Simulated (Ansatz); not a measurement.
An Ansatz (an electronic-structure program) input (plane-wave PAW DFT at the PBEsol-D3(BJ) level (Ansatz, 420 eV), spin-orbit coupling left out):

Ansatz 0.2 input:
```yaml
crystal:
  lattice:
    - [2.6701150828, 0, 0]
    - [-1.3350575414, 2.3123874927, 0]
    - [0, 0, 4.5089593909]
  atoms:
    - { symbol: Si, position: [0, 0, 0] }
    - { symbol: O, position: [0.6666666667, 0.3333333333, 0.2021598148] }
    - { symbol: O, position: [0.3333333333, 0.6666666667, 0.7978401852] }
basis: { ecutwfc: 420, ecutrho_ratio: 4, xc_grid: 2, fft_grid_basis: typed }
kpoints: { mp_grid: { grid: [14, 14, 7] } }
hamiltonian:
  xc: pbesol
  dispersion: d3bj
  pseudopotentials: { kind: paw }
scf: { occupations: { method: fermi_dirac, width: 0.05 }, convergence: { dr2_threshold: 0.0000000003 } }
output: { forces: true, stress: true }
```

Problem. Which symmetry and how many k-points will the program report, and about how many plane waves at Γ?

Solution. Space group P-3m1 (ITA 164) with 12 operations, k-points 144 of 1372, and 549 plane waves at Γ.

No phonon test of stability was made. The cell is SiO2 in the CdI2 type structure (space group P-3m1, No. 164; a hypothetical phase, not in the database extracts checked; layered, stacked along the Cartesian z axis).
